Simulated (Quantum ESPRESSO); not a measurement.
Input and output of a self-consistent single point for MgN2O6 (Pa-3, 36 atoms in the cell) (Quantum ESPRESSO).

Computed with PBEsol, GBRV 1.5 ultrasoft (PBESOL) pseudopotentials (plane waves; Quantum ESPRESSO).

```
CELL_PARAMETERS angstrom
      7.53927     0.00000     0.00000
      0.00000     7.53927     0.00000
      0.00000     0.00000     7.53927
ATOMIC_POSITIONS crystal
  Mg 0.50000 0.50000 0.50000
  Mg 0.00000 0.50000 0.00000
  Mg 0.00000 0.00000 0.50000
  Mg 0.50000 0.00000 0.00000
  N  0.67734 0.17734 0.32266
  N  0.32266 0.82266 0.67734
  N  0.82266 0.82266 0.82266
  N  0.17734 0.17734 0.17734
  N  0.17734 0.32266 0.67734
  N  0.82266 0.67734 0.32266
  N  0.32266 0.67734 0.17734
  N  0.67734 0.32266 0.82266
  O  0.56034 0.20462 0.82335
  O  0.43966 0.79538 0.17665
  O  0.93966 0.79538 0.32335
  O  0.06034 0.20462 0.67665
  O  0.06034 0.29538 0.17665
  O  0.93966 0.70462 0.82335
  O  0.43966 0.70462 0.67665
  O  0.56034 0.29538 0.32335
  O  0.82335 0.56034 0.20462
  O  0.17665 0.43966 0.79538
  O  0.32335 0.93966 0.79538
  O  0.67665 0.06034 0.20462
  O  0.17665 0.06034 0.29538
  O  0.82335 0.93966 0.70462
  O  0.67665 0.43966 0.70462
  O  0.32335 0.56034 0.29538
  O  0.20462 0.82335 0.56034
  O  0.79538 0.17665 0.43966
  O  0.79538 0.32335 0.93966
  O  0.20462 0.67665 0.06034
  O  0.29538 0.17665 0.06034
  O  0.70462 0.82335 0.93966
  O  0.70462 0.67665 0.43966
  O  0.29538 0.32335 0.56034
```

Reference input (self-consistent single point, DFT, PBEsol, plane waves, GBRV 1.5 ultrasoft (PBESOL) pseudopotentials): ecutwfc = 40 Ry; ecutrho = 200 Ry; occupations = fixed; potentials = {Mg: mg_pbesol_v1.4.uspp.F.UPF, N: n_pbesol_v1.2.uspp.F.UPF, O: o_pbesol_v1.2.uspp.F.UPF}; K_POINTS = automatic 3 3 3 0 0 0; nbnd = 116; conv_thr = 1e-11 Ry. This run's input differs from it in these lines:

```diff
@@ -12,4 +12,4 @@
  ntyp = 3,
- ecutwfc = 40,
- ecutrho = 200,
+ ecutwfc = 28,
+ ecutrho = 140,
  occupations = 'fixed',
```

Output, abridged:

```
     Self-consistent Calculation

     iteration #  1     ecut=    28.00 Ry     beta= 0.70

     total energy              =   -1430.38280040 Ry
     estimated scf accuracy    <       5.64508178 Ry

     iteration #  2     ecut=    28.00 Ry     beta= 0.70

     total energy              =   -1431.80950955 Ry
     estimated scf accuracy    <       7.71923152 Ry

     iteration #  3     ecut=    28.00 Ry     beta= 0.70

     total energy              =   -1433.07577941 Ry
     estimated scf accuracy    <       0.05704694 Ry

   [... 7 blocks of this kind left out ...]

     iteration # 11     ecut=    28.00 Ry     beta= 0.70

     total energy              =   -1433.11684671 Ry
     estimated scf accuracy    <          2.9E-11 Ry

     iteration # 12     ecut=    28.00 Ry     beta= 0.70
     End of self-consistent calculation

     highest occupied, lowest unoccupied level (ev):     1.7339    5.5925

!    total energy              =   -1433.11684671 Ry
     estimated scf accuracy    <          3.2E-12 Ry

     convergence has been achieved in  12 iterations

     Forces acting on atoms (cartesian axes, Ry/au):

     atom    1 type  1   force =     0.00000000    0.00000000   -0.00000000
     atom    2 type  1   force =     0.00000000   -0.00000000   -0.00000000
     atom    3 type  1   force =    -0.00000000    0.00000000    0.00000000
     atom    4 type  1   force =    -0.00000000    0.00000000    0.00000000
     atom    5 type  2   force =    -0.00047333   -0.00047333    0.00047333
   [... 27 lines left out ...]
     atom   33 type  3   force =     0.00536682    0.00167544   -0.00613799
   [... lines left out ...]

     Total force =     0.040844     Total SCF correction =     0.000006

          total   stress  (Ry/bohr**3)                   (kbar)     P=     -211.82
  -0.00143995   0.00000000   0.00000000         -211.82        0.00        0.00
   0.00000000  -0.00143995   0.00000000            0.00     -211.82        0.00
   0.00000000   0.00000000  -0.00143995            0.00        0.00     -211.82

   JOB DONE.
```

The run converged in 12 iterations. Against the reference run the free energy rises by 251 meV/atom, the pressure goes from 0.31 to -21.18 GPa, the largest force goes from 0.085 to 0.214 eV/Å and the gap on the mesh hardly changes (3.850 to 3.859 eV).

The starting cell comes from a database of computed structures (which also holds hypothetical and non-ambient phases and stackings), without a prior relaxation at this level. At the lowered cutoff the pressure carries the error of an incomplete plane-wave basis.

Cost on one core of a shared machine: roughly 3 min.
